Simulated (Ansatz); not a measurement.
The reference is SiO$_{2}$ in the rutile structure (space group P4_2/mnm, No. 136).

```yaml
crystal:
  lattice:
    - [4.19450, 0.00000, 0.00000]
    - [0.00000, 4.19450, 0.00000]
    - [0.00000, 0.00000, 2.67848]
  atoms:
    - { symbol: Si, position: [0.00000, 0.00000, 0.00000] }
    - { symbol: Si, position: [0.50000, 0.50000, 0.50000] }
    - { symbol: O, position: [0.30606, 0.30606, 0.00000] }
    - { symbol: O, position: [0.80606, 0.19394, 0.50000] }
    - { symbol: O, position: [0.19394, 0.80606, 0.50000] }
    - { symbol: O, position: [0.69394, 0.69394, 0.00000] }
```

Cartesian axes are those of the cell as printed.

Computed with PBEsol in Ansatz (plane waves to 420 eV, PAW, scalar-relativistic without spin-orbit coupling).

Before the change:

| Item | Value |
|---|---|
| Valley order | Γ 5.35 eV; A (1/2, 1/2, 1/2) 6.97 eV |
| Electron mass | 0.37 mₑ along c, 0.47 mₑ across (at Γ) |

The change: the cell is compressed by 1.20 % along z with no lateral relaxation; the atoms relax in the strained cell.

**Question.** What happens to the energy relative to the base?

**Answer.** The energy rises by 2.6 meV/atom.

**Question.** Estimate the effect on the valley order.

**Answer.** The valley order (the lowest conduction-band minima on the path, energy above the VBM, named in the base's zone) changes from Γ 5.35 eV; A (1/2, 1/2, 1/2) 6.97 eV to Γ 5.61 eV; A (1/2, 1/2, 1/2) 7.07 eV.

**Question.** How does this affect the electron mass?

**Answer.** The electron mass goes from 0.37 mₑ along c, 0.47 mₑ across (at Γ) to 0.39 mₑ along z, 0.48 mₑ across (at Γ).

The levels and masses belong to the bands next to the band gap. Effective masses come from finite differences of ±0.01 Å⁻¹. Stability against distortions was not tested.

Ansatz is a first-principles code.
